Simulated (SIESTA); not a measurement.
Band structure of Ta (Im-3m, 1 atom in the cell).

```yaml
crystal:
  lattice:
    - [-1.67793, 1.67793, 1.67793]
    - [1.67793, -1.67793, 1.67793]
    - [1.67793, 1.67793, -1.67793]
  atoms:
    - { symbol: Ta, position: [0.00000, 0.00000, 0.00000] }
```

Computed with GGA PBE, numerical atomic orbitals DZP, PseudoDojo PBE standard norm-conserving potentials (rewritten from UPF to PSML) (SIESTA 5.4.2).

Settings: XC.functional = GGA; XC.authors = PBE; potentials = PseudoDojo PBE standard; PAO.BasisSize = DZP; PAO.EnergyShift = 0.01 Ry; MeshCutoff = 350 Ry; kgrid.MonkhorstPack = 18 18 18; OccupationFunction = FD; ElectronicTemperature = 0.136 eV; MaxSCFIterations = 150; SCF.Mixer.Method = Pulay; SCF.Mixer.Weight = 0.1; SCF.Mixer.History = 8; SCF.DM.Tolerance = 1.0E-04.

The starting cell comes from a database of computed structures (which also holds hypothetical and non-ambient phases and stackings), without a prior relaxation at this level. Its lattice was rescaled by a random factor within 2.5 % of one. Spin-orbit coupling is off. Spin polarisation is off. Values carry the incompleteness of an atom-centred basis.

Levels in eV from the Fermi level, bands 3 to 8:
| point | 3 | 4 | 5 | 6 | 7 | 8 |
|---|---|---|---|---|---|---|
| Γ | -33.41 | -33.41 | -7.75 | 0.67 | 0.67 | 0.67 |
| H | -34.09 | -34.09 | -3.58 | -3.58 | 6.44 | 6.44 |
| N | -33.68 | -33.37 | -4.20 | -1.47 | 1.41 | 3.64 |
| P | -33.88 | -33.88 | -1.24 | -1.24 | -1.24 | 4.75 |

Bands cross the Fermi level along this path, so the cell is metallic at this level.

Higher empty bands are left out: an atom-centred basis made for the valence describes them poorly.
